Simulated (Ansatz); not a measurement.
## A computed series for Rb3AsF6: pressure series

Base system: Rb₃AsF₆ (space group Fm-3m, No. 225; a = 9.316 Å; a cell from a computed database, its experimental status unchecked).

Cell and atoms are relaxed at each pressure.

Computed with plane-wave PAW DFT at the r2SCAN level (Ansatz, an electronic-structure program, 500 eV), scalar-relativistic without spin-orbit coupling.

| pressure (GPa) | volume per atom (Å³/atom) |
|---|---|
| -2 | 21.676 |
| -1 | 20.865 |
| 0 | 20.215 |
| 0.9 | ? |
| 2.1 | 19.196 |
| 4.5 | 18.338 |
| 15 | 16.086 |
| 22.5 | 15.108 |
| 30 | 14.368 |

Task: Fit the third-order Birch–Murnaghan form P(V) = (3B₀/2)[(V₀/V)^(7/3) − (V₀/V)^(5/3)]·[1 + (3/4)(B₀′ − 4)((V₀/V)^(2/3) − 1)] (squares taken in P) to the rows shown and predict the withheld row.

Result: Least squares on the printed values gives V₀ = 20.232 Å³/atom, B₀ = 35.7 GPa, B₀′ = 5.2; this predicts 19.758 Å³/atom, and the run gives 19.735 Å³/atom, 0.023 lower.

Load acts through the strain it causes; cell and atoms are relaxed under it. Stability against distortions was not tested. No other phases were tried under pressure.
